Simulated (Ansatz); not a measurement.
We consider Ge (model structure, I-43m, No. 217, 23 atoms in the cell), described by PBEsol (plane waves, PAW; Ansatz, a quantum-chemistry and plane-wave program).

Input:

Ansatz 0.2 input:
```yaml
crystal:
  lattice:
    - [-5.2394539352, 5.2394539352, 5.2394539352]
    - [5.2394539352, -5.2394539352, 5.2394539352]
    - [5.2394539352, 5.2394539352, -5.2394539352]
  atoms:
    - { symbol: Ge, position: [0.0, 0.0, 0.0] }
    - { symbol: Ge, position: [0.2708201156, 0.2708201156, 0.2708201156] }
    - { symbol: Ge, position: [0.0, 0.0, 0.7291798844] }
    - { symbol: Ge, position: [0.0, 0.7291798844, 0.0] }
    - { symbol: Ge, position: [0.7291798844, 0.0, 0.0] }
    - { symbol: Ge, position: [0.5, 0.25, 0.75] }
    - { symbol: Ge, position: [0.5, 0.75, 0.25] }
    - { symbol: Ge, position: [0.75, 0.5, 0.25] }
    - { symbol: Ge, position: [0.25, 0.5, 0.75] }
    - { symbol: Ge, position: [0.25, 0.75, 0.5] }
    - { symbol: Ge, position: [0.75, 0.25, 0.5] }
    - { symbol: Ge, position: [0.4405068493, 0.4405068493, 0.1690567094] }
    - { symbol: Ge, position: [0.2714501399, 0.2714501399, 0.8309432906] }
    - { symbol: Ge, position: [0.7285498601, 0.5594931507, 0.0] }
    - { symbol: Ge, position: [0.5594931507, 0.7285498601, 0.0] }
    - { symbol: Ge, position: [0.1690567094, 0.4405068493, 0.4405068493] }
    - { symbol: Ge, position: [0.8309432906, 0.2714501399, 0.2714501399] }
    - { symbol: Ge, position: [0.0, 0.7285498601, 0.5594931507] }
    - { symbol: Ge, position: [0.0, 0.5594931507, 0.7285498601] }
    - { symbol: Ge, position: [0.4405068493, 0.1690567094, 0.4405068493] }
    - { symbol: Ge, position: [0.2714501399, 0.8309432906, 0.2714501399] }
    - { symbol: Ge, position: [0.5594931507, 0.0, 0.7285498601] }
    - { symbol: Ge, position: [0.7285498601, 0.0, 0.5594931507] }
basis:
  ecutwfc: 520
  ecutrho_ratio: 4
  xc_grid: 2
kpoints:
  mp_grid: { grid: [6, 6, 6] }
  band_path:
    path:
      - [0.0, 0.0, 0.0]
      - [0.1, -0.1, 0.1]
      - [0.2, -0.2, 0.2]
      - [0.3, -0.3, 0.3]
      - [0.4, -0.4, 0.4]
      - [0.5, -0.5, 0.5]
      - [0.333333, -0.333333, 0.5]
      - [0.166667, -0.166667, 0.5]
      - [0.0, 0.0, 0.5]
      - [0.0, 0.0, 0.333333]
      - [0.0, 0.0, 0.166667]
      - [0.0625, 0.0625, 0.0625]
      - [0.125, 0.125, 0.125]
      - [0.1875, 0.1875, 0.1875]
      - [0.25, 0.25, 0.25]
      - [0.3125, 0.0625, 0.3125]
      - [0.375, -0.125, 0.375]
      - [0.4375, -0.3125, 0.4375]
      - [0.125, 0.125, 0.375]
    npoints: 1
hamiltonian:
  xc: pbesol
  dispersion: none
  pseudopotentials: { kind: paw }
scf:
  occupations: { method: fermi_dirac, width: 0.01 }
  convergence: { dr2_threshold: 0.0000000023 }
output:
  forces: true
  stress: true
  eigenvalues: true
  write_bands: true
```

From the output:

```
Crystal: 23 atoms, lattice volume = 575.331 Å³
Basis set: ecut = 520 eV, 15587 PW (Γ), exchange–correlation on 144×144×144 points (8 copies of the dense FFT grid, shifted against one another)
Bands: 194, of which v1, the nominal top of the filled ones, is band 161 counted from 1 (160 counted from 0)
Symmetry: 24 space group operations
Space group: I-43m (ITA 217), of the structure as read, at distance tolerance 8.3e-5 Å
k-points: 16 of 216 (time reversal used)
Functional: x = pbesol(κ = 0.804, μ = 0.12345679012345678), c = pbesol(β = 0.046)
SCF iter   1: F=—  HF=-97828.573989 eV  |F-HF|=—  |Δ(HF+E_count)|=         —  Δρ=2.10e-3  dr2=4.90e-2
SCF iter   2: F=—  HF=-97828.551502 eV  |F-HF|=—  |Δ(HF+E_count)|=   2.25e-2  Δρ=1.09e-3  dr2=7.16e-3
  ...
SCF iter   9: F=—  HF=-97828.560771 eV  |F-HF|=—  |Δ(HF+E_count)|=   1.72e-7  Δρ=1.10e-6  dr2=8.66e-9
SCF iter  10: F=-97828.560771 eV  HF=-97828.560771 eV  |F-HF|=5.24e-10  |Δ(HF+E_count)|=   1.82e-8  Δρ=3.80e-7  dr2=8.31e-10
SCF 1 converged in 10 iterations: F = -97828.560771 eV  dr2 = 8.31e-10
SCF converged after 10 iterations
Free energy (F): -97828.560771 eV
  ...
Fermi energy:    6.921251 eV
--- Forces (eV/Å), atoms counted from 1 ---
  atom   1  Ge     0.00000000     0.00000000    -0.00000000
  atom   2  Ge    -0.00045964    -0.00045964    -0.00045964
  atom   3  Ge     0.00045964     0.00045964    -0.00045964
  atom   4  Ge     0.00045964    -0.00045964     0.00045964
  atom   5  Ge    -0.00045964     0.00045964     0.00045964
  atom   6  Ge    -0.00000000    -0.00000000     0.00000000
  atom   7  Ge    -0.00000000     0.00000000    -0.00000000
  atom   8  Ge    -0.00000000    -0.00000000    -0.00000000
  atom   9  Ge    -0.00000000    -0.00000000    -0.00000000
  atom  10  Ge    -0.00000000     0.00000000     0.00000000
  atom  11  Ge    -0.00000000    -0.00000000     0.00000000
  atom  12  Ge    -0.00028030    -0.00028030    -0.00035322
  atom  13  Ge     0.00028030     0.00028030    -0.00035322
  atom  14  Ge     0.00028030    -0.00028030     0.00035322
  atom  15  Ge    -0.00028030     0.00028030     0.00035322
  atom  16  Ge    -0.00035322    -0.00028030    -0.00028030
  atom  17  Ge    -0.00035322     0.00028030     0.00028030
  atom  18  Ge     0.00035322     0.00028030    -0.00028030
  atom  19  Ge     0.00035322    -0.00028030     0.00028030
  atom  20  Ge    -0.00028030    -0.00035322    -0.00028030
  atom  21  Ge     0.00028030    -0.00035322     0.00028030
  atom  22  Ge    -0.00028030     0.00035322     0.00028030
  atom  23  Ge     0.00028030     0.00035322    -0.00028030
--- Stress (GPa, compression-positive) ---
        0.008829       0.000000      -0.000000
        0.000000       0.008829      -0.000000
       -0.000000      -0.000000       0.008829
  P = ⅓ Tr σ = 0.0088 GPa (0.088 kbar)
```

The PAW data were made under PBE.

Note: the relaxation could raise the start's symmetry but not lower it, so the cell can be a saddle point.

Cost on a shared machine: roughly 7 core-minutes.

A model structure was made by putting elements into a prototype or built by hand; it is no filed structure, need not be a known phase, and can be a saddle point held by its symmetry.
